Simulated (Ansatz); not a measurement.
Worked example: self-consistent single point of WSi₂ (I4/mmm, 3 atoms in the cell) in Ansatz (a first-principles code).

Computed with PBE with spin-orbit coupling (plane waves, PAW; Ansatz).

```yaml
crystal:
  lattice:
    - [-1.60500, 1.60500, 3.91500]
    - [1.60500, -1.60500, 3.91500]
    - [1.60500, 1.60500, -3.91500]
  atoms:
    - { symbol: Si, position: [0.66500, 0.66500, 0.00000] }
    - { symbol: Si, position: [0.33500, 0.33500, 0.00000] }
    - { symbol: W, position: [0.00000, 0.00000, 0.00000] }
```

Reference input (self-consistent single point, DFT, PBE, plane waves, default PAW files): kpoints.mp_grid.grid = 10 10 10; hamiltonian.xc = pbe; hamiltonian.pseudopotentials = {kind: paw} (the program's default PAW files); scf.occupations.method = fermi_dirac; scf.occupations.width = 0.0073 Ry. This run's input differs from it in these lines:

Ansatz 0.2 input:
```diff
@@ -16,2 +16,5 @@
     kind: paw
+magnetization:
+  noncollinear: true
+  spin_orbit: true
 scf:
```

The program printed (abridged):

```
SCF iter   1: F=—  HF=-11682.322409 eV  |F-HF|=—  |Δ(HF+E_count)|=         —  Δρ=4.90e-2  dr2=9.70e-1  dr2_m=0.00e0 (ungated)  ethr=3.10e-3  |M|=0.00e0 ∫|m|=0.00e0 μB  |m|>n=0.0e0 m-floor=0.0e0 τ_xc=0.0e0  β_m=0.30  ⟨swp⟩=5.8  Hψ=8015  notcnv=0  defer=2
all-band conjugate gradients solve this SCF's bands
preconditioner: auto → Kerker (q_TF=auto, 2.466 Å⁻¹)
spin=Noncollinear: Kerker preconditioning applied to the charge; magnetization (m_x, m_y, m_z) channels mix plain (no charge-response kernel on spin).
   [... lines left out ...]
SCF iter   6: F=—  HF=-11682.057875 eV  |F-HF|=—  |Δ(HF+E_count)|=   3.51e-5  Δρ=2.71e-5  dr2=3.18e-7  dr2_m=0.00e0 (ungated)  ethr=2.91e-8  |M|=0.00e0 ∫|m|=0.00e0 μB  |m|>n=0.0e0 m-floor=0.0e0 τ_xc=0.0e0  β_m=0.97  ⟨swp⟩=2.6  Hψ=2359  notcnv=0  defer=40
SCF iter   7: F=-11682.057875 eV  HF=-11682.057875 eV  |F-HF|=1.18e-9  |Δ(HF+E_count)|=   1.95e-8  Δρ=3.62e-6  dr2=5.19e-9  dr2_m=0.00e0 (ungated)  ethr=4.55e-10  |M|=0.00e0 ∫|m|=0.00e0 μB  |m|>n=0.0e0 m-floor=0.0e0 τ_xc=0.0e0  ⟨swp⟩=6.6  Hψ=6443  notcnv=0
SCF 1 converged in 7 iterations: F = -11682.057875 eV  dr2 = 5.19e-9
Magnetization: |M| = 0.0000 μB,  M = (+0.0000, +0.0000, +0.0000) μB
Absolute magnetization: 0.0000 μB (∫|m|)
  site 0: m = (+0.0000, +0.0000, +0.0000) μB, |m| = 0.0000 μB  (R = 1.07 Å)
  site 1: m = (+0.0000, +0.0000, +0.0000) μB, |m| = 0.0000 μB  (R = 1.07 Å)
  site 2: m = (+0.0000, +0.0000, +0.0000) μB, |m| = 0.0000 μB  (R = 1.08 Å)
Free energy (F): -11682.057875 eV
Internal energy: -11682.045702 eV  (E = F + TS)
E sigma→0 (E₀):  -11682.051789 eV
Entropy (-TS):   -0.012173 eV (-4.058 meV/atom)
Fermi energy:    16.816945 eV
--- Forces (eV/Å), atoms counted from 1 ---
  atom   1  Si     0.00000000     0.00000000     0.12355163
  atom   2  Si     0.00000000     0.00000000    -0.12355163
  atom   3  W      0.00000000     0.00000000     0.00000000
--- Stress (GPa, compression-positive) ---
        3.843906       0.000000       0.000000
        0.000000       3.843906       0.000000
        0.000000       0.000000       3.796728
  P = ⅓ Tr σ = 3.8282 GPa (38.282 kbar)
  The stress holds the Pulay correction. Without it, at fixed plane waves, as pw.x and ABINIT print it: P = 3.7792 GPa
```

The run converged in 7 iterations. Against the reference run the pressure moves little (3.92 to 3.83 GPa) and the largest force goes from 0.115 to 0.124 eV/Å.

The starting cell has typed, rounded lattice constants, without a prior relaxation at this level. With a pressure of about 4 GPa the cell is away from its equilibrium volume at this level. Ansatz's pressure includes its estimate of the finite-basis (Pulay) stress.
